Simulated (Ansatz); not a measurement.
Amorphous IGZO (In$_{6}$Ga$_{12}$Zn$_{6}$O$_{33}$), 57 atoms at 5.63 g/cm³, one PBE-relaxed geometry, zone centre. Methods: PBE, scalar-relativistic without spin-orbit coupling (Ansatz, an electronic-structure program); HSE06, scalar-relativistic without spin-orbit coupling (Ansatz). Plane waves to 420 eV (r2SCAN 500 eV); exact exchange is cut at the cell's faces. At PBE the levels at the filled edge of the gap are localised (band-tail or defect states). All rungs ran without spin polarisation.

The cell was made by melting and quenching with the CHGNet potential and then relaxed with DFT. O atoms were pushed apart under 1.9 Å during the dynamics, to hinder bonds among them. It is the lowest in DFT energy of 2 quenches. It is a model cell: composition and starting density were chosen by hand, and all elements were melted together. No dispersion term was used. Its density started from a set value of 5.59 and ended at 5.63 g/cm³. The quench (nominally 170 K/ps over its main leg) was far faster than any real one, so the model tends to hold more defects than a real film. One small periodic cell is one sample of the glass; other quenches scatter about these values. The volume was free in the relaxation, at fixed shape. Stress components on the final sampling reach 3.2 GPa.

The relaxation ran on the zone centre alone. At PBE the level gap is 0.78 eV on a 2×2×2 Γ-centred mesh, and the spacing at the zone centre alone 0.87 eV.

Question: What zone-centre spacing does HSE06 give, roughly?

Answer: 2.34 eV (+1.47 eV against PBE).

The highest filled and the lowest empty state spread over these numbers of atoms (participation numbers): PBE: 4.6 and 50.7; HSE06: 3.4 and 48.7.
